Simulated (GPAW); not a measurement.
A self-consistent single point of HgTe (F-43m, 2 atoms in the cell) with GPAW.

Level of theory: PBE, GPAW PAW datasets PBE (gpaw-data 1.0.1) (plane waves; GPAW 25.7.0).

The change in words: lattice scaled by 0.98. Reference geometry:
```yaml
crystal:
  lattice:
    - [0.00000, 3.28846, 3.28846]
    - [3.28846, 0.00000, 3.28846]
    - [3.28846, 3.28846, 0.00000]
  atoms:
    - { symbol: Hg, position: [0.00000, 0.00000, 0.00000] }
    - { symbol: Te, position: [0.25000, 0.25000, 0.25000] }
```

Reference input (self-consistent single point, DFT PBE, plane waves, GPAW PAW datasets PBE (gpaw-data 1.0.1)): mode = pw; ecut = 550 eV; xc = PBE; kpts = 9 9 9; mesh shift (steps) = 0 0 0; occupations.name = fermi-dirac; occupations.width = 0.05 eV; nbands = -8; convergence.bands = -6; symmetry.symmorphic = false; symmetry.tolerance = 0.0005; maxiter = 150. This run's input differs from it in these lines:

```diff
@@ -5,5 +5,5 @@
 atoms = Atoms(['Hg', 'Te'],
-              cell=[[0.000000, 3.288463, 3.288463],
-                    [3.288463, 0.000000, 3.288463],
-                    [3.288463, 3.288463, 0.000000]],
+              cell=[[0.000000, 3.222694, 3.222694],
+                    [3.222694, 0.000000, 3.222694],
+                    [3.222694, 3.222694, 0.000000]],
               scaled_positions=[[0.000000, 0.000000, 0.000000],
```

Output, abridged:

```
     iter     time        total  log10-change:
                         energy   eigst   dens
iter:   1 --:--:--    -4.552623   +0.19
iter:   2 --:--:--    -4.523203   -1.11  -1.42
iter:   3 --:--:--    -4.475013   -1.52  -1.45
iter:   4 --:--:--    -4.484347   -2.63  -1.81
iter:   5 --:--:--    -4.442730   -1.91  -1.84
iter:   6 --:--:--    -4.442186   -3.29  -2.72
iter:   7 --:--:--    -4.441658c  -4.26  -2.74
iter:   8 --:--:--    -4.442059c  -4.44  -2.67
iter:   9 --:--:--    -4.443071c  -3.73  -2.81
iter:  10 --:--:--    -4.443568c  -3.82  -3.19
iter:  11 --:--:--    -4.443329c  -4.77  -3.24
iter:  12 --:--:--    -4.443331c  -5.98  -3.99
iter:  13 --:--:--    -4.443331c  -6.52  -4.01c
iter:  14 --:--:--    -4.443333c  -6.92  -4.04c
iter:  15 --:--:--    -4.443333c  -7.71c -4.43c
Converged after 15 iterations.

Dipole moment: (-4.669139, -4.669139, -4.669139) |e|*Ang

Energy contributions relative to reference atoms: (reference = -717946.462161)

Kinetic:        +32.350576
Potential:      -27.052062
External:        +0.000000
XC:              -7.731610
Entropy (-ST):   -0.000460
Local:           -2.010007
SIC:             +0.000000
--------------------------
Free energy:     -4.443562
Extrapolated:    -4.443333

Showing only first 2 kpts
 Kpt  Band  Eigenvalues  Occupancy
  0    10      4.60193    1.55028
  0    11      4.60193    1.55028
  0    12      4.60193    1.55027
  0    13      8.85160    0.00000

  1    10      4.22055    1.99972
  1    11      4.22055    1.99972
  1    12      5.68379    0.00000
  1    13      8.26187    0.00000

Fermi level: 4.66381

No gap
No difference between direct/indirect transitions
Energy (eV): -4.443333

Forces in eV/Ang:
  0 Hg    0.00000    0.00000    0.00000
  1 Te   -0.00000   -0.00000    0.00000

Stress tensor:
    -0.025438    -0.000000     0.000000
    -0.000000    -0.025438     0.000000
     0.000000     0.000000    -0.025438
Stress (GPa, Voigt): [-4.0757 -4.0757 -4.0757  0.      0.     -0.    ]
```

The run converged in 15 iterations. GPAW prints stress with tension positive. Against the reference run the free energy goes up by 33.5 meV/atom and the pressure goes from 1.20 to 4.08 GPa.

The starting cell has typed, rounded lattice constants, without a prior relaxation at this level. Its lattice was rescaled by a random factor within 2.5 % of one. For this run, on top of that: lattice scaled by 0.98. With a pressure of about 4 GPa the cell is away from its equilibrium volume at this level. The run gives no clean gap (levels at the Fermi energy touch, overlap or are partly filled at this smearing), which alone does not show that the compound is a metal.
